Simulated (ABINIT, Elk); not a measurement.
An Elk input for a self-consistent single point of Zr2Sb3Pd (P-4m2, 6 atoms in the cell) (DFT, PBEsol, all-electron FP-LAPW, Elk's shipped species files, APW+lo basis with extra local orbitals):

```
tasks
  0

xctype
  22

tforce
  .true.

rgkmax
  8.0

gmaxvr
  18.0

lmaxapw
  10

lmaxo
  8

nxlo
  2

lorbcnd
  .true.

lradstp
  2

nrmtscf
  2.0

lmaxi
  4

stype
  0

swidth
  0.00499791

maxscl
  100

avec
    7.4856965084    0.0000000000    0.0000000000
    0.0000000000    7.4856965084    0.0000000000
    0.0000000000    0.0000000000   16.5141654250

sppath
  'species/'

atoms
  3
  'Zr.in'
  2
  0.5000000000  0.0000000000  0.7391900000    0.0 0.0 0.0
  0.0000000000  0.5000000000  0.2608100000    0.0 0.0 0.0
  'Sb.in'
  3
  0.5000000000  0.0000000000  0.3837700000    0.0 0.0 0.0
  0.0000000000  0.5000000000  0.6162300000    0.0 0.0 0.0
  0.0000000000  0.0000000000  0.0000000000    0.0 0.0 0.0
  'Pd.in'
  1
  0.5000000000  0.5000000000  0.0000000000    0.0 0.0 0.0

ngridk
  7 7 3
```

### Question
Translate this input to ABINIT.

### Answer
This is the input that was run; spellings and numerical settings could be chosen otherwise.

```
# Zr2Sb3Pd, JTH v2.0 PBE PAW
pp_dirpath "./"
pseudos "Zr.GGA_PBE-JTH.xml, Sb.GGA_PBE-JTH.xml, Pd.GGA_PBE-JTH.xml"
acell 3.9612600000 3.9612600000 8.7389200000 Angstrom
rprim
         1.0000000000    0.0000000000    0.0000000000
         0.0000000000    1.0000000000    0.0000000000
         0.0000000000    0.0000000000    1.0000000000
natom 6
ntypat 3
znucl 40 51 46
typat 1 1 2 2 2 3
xred
         0.5000000000    0.0000000000    0.7391900000
         0.0000000000    0.5000000000    0.2608100000
         0.5000000000    0.0000000000    0.3837700000
         0.0000000000    0.5000000000    0.6162300000
         0.0000000000    0.0000000000    0.0000000000
         0.5000000000    0.5000000000    0.0000000000
ecut 653 eV
pawecutdg 1306 eV
pawxcdev 0
ixc -116133
occopt 7
tsmear 0.136 eV
nband 55
kptopt 1
ngkpt 7 7 3
nshiftk 1
shiftk 0 0 0
nstep 80
tolvrs 1.0e-12
prtwf 0
prtden 0
```

Basis settings and potentials, where a program has them, do not carry over. This input uses DFT, PBEsol, plane waves, PAW (JTH v2.0 PBE PAW, files made for PBE).

The starting cell comes from a database of computed structures (which also holds hypothetical and non-ambient phases and stackings), without a prior relaxation at this level.
